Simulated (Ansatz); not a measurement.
We consider rock-salt CsH, described by LDA (plane waves, PAW; Ansatz, an electronic-structure program).

Settings: plane-wave cutoff 500 eV, 12×12×12 k mesh, gaussian smearing 0.02 eV, scalar-relativistic PAW data made under PBE.

Computed at the level's own relaxed cell.

**Question.** Give the computed volume per atom, lattice parameter a and band gap.

**Answer.** 
volume per atom: 28.33 Å³/atom
lattice parameter a: 6.097 Å
band gap: 1.75 eV (on the SCF k mesh)

Note: the volume lies 13 % below that of the published cell.

Spin–orbit coupling is not included.

Static lattice: no zero-point or thermal effects.

The result took very roughly 18 core-seconds.
